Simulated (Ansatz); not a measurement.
The reference is HfN in the rock salt structure (space group Fm-3m, No. 225; a = 4.5259 Å).

Calculations: DFT with r2SCAN, PAW potentials and a 500 eV plane-wave cutoff in Ansatz (a program for electronic structure), spin-orbit coupling left out, earlier PAW set.

Before the change:

* **Density**: 13.79 g/cm³

The change: every N is replaced by Cl; the structure is relaxed again.

Tabulated Pauling electronegativity and covalent radius: N 3.04, 0.71 Å; Cl 3.16, 1.02 Å.

Question: What does the calculation give for the density after the change?

Answer: The density decreases by 3.73 g/cm³ (13.79 g/cm³ → 10.06 g/cm³).

Whether these cells are dynamically stable was not tested. As relaxed here, HfCl is a hypothetical phase, not in the database extracts checked. All final runs are without spin polarisation. An odd electron count without spin: HfCl and HfN.
